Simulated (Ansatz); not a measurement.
Defect: interstitial N in 4H silicon carbide, charge state -1. The step: a concerted move, in which N travels most; the atom moves 2.17 Å along (-0.23, 0.23, 0.18) of the unit cell; the moving atom starts with neighbours C at 1.45; Si at 1.66, Si at 1.82 Å and ends with C at 1.43; Si at 1.66, Si at 1.75 Å. DFT values are from Ansatz (plane-wave PAW, 420 eV unless said) in a cell of 72 host sites, spin-restricted, static, with no finite-size correction. The charge state is imposed; whether it is stable for some Fermi level was not computed. Sites that were not tried may lie lower. The order of the sites in energy changes with the mesh. For the PBE band: the check of the saddle point's order was inconclusive.

```tsv
Level	Forward barrier (eV)	Cost of the band or of the saddle's single point
PBE, the Γ point alone, band relaxed	2.89	roughly 19 core-minutes
PBE, a 2×2×2 k-point mesh shifted by half a step along c, same geometries	2.59	about 60 core-seconds (a rough figure)
r2SCAN at 500 eV, the Γ point alone, same geometries	…	very roughly 30 core-seconds
```

**Question.** Some entries are withheld; supply them.

**Answer.** 
- r2SCAN at 500 eV, the Γ point alone, same geometries, Forward barrier (eV): 3.08

Ansatz is a program for electronic structure.
